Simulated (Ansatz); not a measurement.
# CsPbBr3: pressure 3 GPa

Take CsPbBr3 in the cubic perovskite structure (space group Pm-3m, No. 221; a = 5.770 Å) as the base.

Now apply this change: cell and atoms relaxed at a pressure of 3 GPa.

Method: LDA in Ansatz (plane waves to 420 eV, PAW, scalar-relativistic without spin-orbit coupling). Settings: 6×6×6 k-points, 0.05 eV Fermi–Dirac smearing.

* **Volume per atom**: 34.96 Å³ (base 38.42 Å³)
* **Lattice parameter a**: 5.591 Å (base 5.770 Å)
* **Shortest interatomic distance**: 2.796 Å (base 2.885 Å)
* **Enthalpy H = E + PV relative to the base's energy**: +0.68 eV/atom
* **Band gap**: 0.68 eV (base 1.17 eV)
* **Gap character**: direct at R (base direct at R)
* **Mean gap deformation potential ΔEg/Δln V**: +5.1 eV
* **Width of the top valence band**: 3.09 eV (base 2.37 eV)
* **Electron mass (degenerate bands, along [100])**: 0.045, 0.59, 0.59 mₑ (at R) (base 0.066, 0.67, 0.67 mₑ (at R))
* **Hole mass**: 0.060 mₑ (at R) (base 0.11 mₑ (at R))
* **Valley order (the lowest conduction-band minima on the path, energy above the VBM, named in the base's zone)**: R along ⟨111⟩ 0.68 eV; Γ 1.88 eV (base R along ⟨111⟩ 1.17 eV; Γ 2.42 eV)

Cost of the whole job for the changed cell (relaxation, final SCF and bands): very roughly 60 core-seconds.

With Pb present, leaving out spin-orbit coupling can change the band edges. Load acts through the strain it causes; cell and atoms are relaxed under it. Effective masses come from finite differences of ±0.01 Å⁻¹. Whether these cells are dynamically stable was not tested. Many cubic perovskites are stable only at high temperature; tilts and polar distortions were not tested. This is not the structure that CsPbBr3 has at room temperature and ambient pressure.

Ansatz is a first-principles code.
